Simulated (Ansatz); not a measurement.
An Ansatz (a first-principles code) input (DFT with r2SCAN, PAW potentials and a 500 eV plane-wave cutoff in Ansatz, no spin-orbit coupling):

Ansatz 0.2 input:
```yaml
crystal:
  lattice:
    - [-2.5607216307, 2.5607216307, 5.5601969726]
    - [2.5607216307, -2.5607216307, 5.5601969726]
    - [2.5607216307, 2.5607216307, -5.5601969726]
  atoms:
    - { symbol: Bi, position: [0.75, 0.25, 0.5] }
    - { symbol: Bi, position: [0, 0, 0] }
    - { symbol: V, position: [0.25, 0.75, 0.5] }
    - { symbol: V, position: [0.5, 0.5, 0] }
    - { symbol: O, position: [0.0797894469, 0.967838513, 0.3901571056] }
    - { symbol: O, position: [0.5776814074, 0.6896323413, 0.6098428944] }
    - { symbol: O, position: [0.717838513, 0.8276814074, 0.3880490661] }
    - { symbol: O, position: [0.4396323413, 0.3297894469, 0.6119509339] }
    - { symbol: O, position: [0.6702105531, 0.282161487, 0.1098428944] }
    - { symbol: O, position: [0.1723185926, 0.5603676587, 0.8901571056] }
    - { symbol: O, position: [0.032161487, 0.4223185926, 0.1119509339] }
    - { symbol: O, position: [0.3103676587, 0.9202105531, 0.8880490661] }
basis: { ecutwfc: 500, ecutrho_ratio: 4, xc_grid: 4, fft_grid_basis: typed }
kpoints: { mp_grid: { grid: [7, 7, 7] } }
hamiltonian:
  xc: r2scan
  dispersion: none
  pseudopotentials: { kind: paw }
scf: { occupations: { method: fermi_dirac, width: 0.05 }, convergence: { dr2_threshold: 0.0000000012 } }
relax: { f_tol: 0.005, max_steps: 50 }
output: { forces: true, stress: true }
checkpoint: { write: state.ck, write_every: 1000 }
```

### Question
Which symmetry and how many k-points will the program report, and about how many plane waves at Γ?

### Answer
Space group I41/a (ITA 88) with 8 operations, k-points 52 of 343, and 3701 plane waves at Γ.

### Question
And the final pressure?

### Answer
6.42 GPa (compression positive).

The cells carry an imposed strain or load. Whether these cells are dynamically stable was not tested. The final runs are not spin-polarised. The cell was made from VBiO4 (space group I4_1/a, No. 88) by this change: uniaxial strain ε_zz = −4.31 %.
